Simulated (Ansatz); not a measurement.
The parent structure is MgTe in the zinc blende structure (space group F-43m, No. 216; a = 6.3681 Å).

Calculations: Ansatz (an electronic-structure program) LDA, no spin-orbit coupling.

One change was made to it. Results:

```tsv
quantity	base	after
density	3.91 g/cm³	3.99 g/cm³
band gap	2.38 eV	2.48 eV
```

### Question
Which change produced these results?
A. pressure 30 GPa
B. pressure 22.5 GPa
C. pressure −1 GPa
D. pressure 2.1 GPa
E. pressure 0.9 GPa

### Answer
E, pressure 0.9 GPa. For comparison, the band gap in the other runs: pressure 30 GPa gives 1.88 eV; pressure 2.1 GPa gives 2.58 eV; pressure −1 GPa gives 2.26 eV; pressure 22.5 GPa gives 2.04 eV.

Spin-orbit coupling, missing from the scalar runs, can matter with Te. Load acts through the strain it causes; cell and atoms are relaxed under it. Stability against distortions was not tested. Tetrahedral semiconductors of this kind turn to denser phases somewhere between about 1 and 50 GPa; those were not computed, so compressed cells here can lie past the real transition.
